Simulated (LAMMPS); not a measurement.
Surface tension of liquid Si over temperature.

Computed with classical MD, pair style meam, file library.meam (library.meam-Si), run in LAMMPS.

```json
[
 {"T (K)": "1690", "surface tension": "0.71 ± 0.03 N/m", "excess energy": "0.90 J/m²"},
 {"T (K)": "1940", "surface tension": "0.76 ± 0.04 N/m", "excess energy": "0.96 J/m²"},
 {"T (K)": "2280", "surface tension": "0.71 ± 0.02 N/m", "excess energy": "1.0 J/m²"}
]
```

Caution: the potential MEAM library.meam-Si is a first-neighbour MEAM set with a 4 Å cutoff, used here without a parameter file and away from the static properties it was fitted to.

Uncertainties are statistical and leave out the potential's own error.
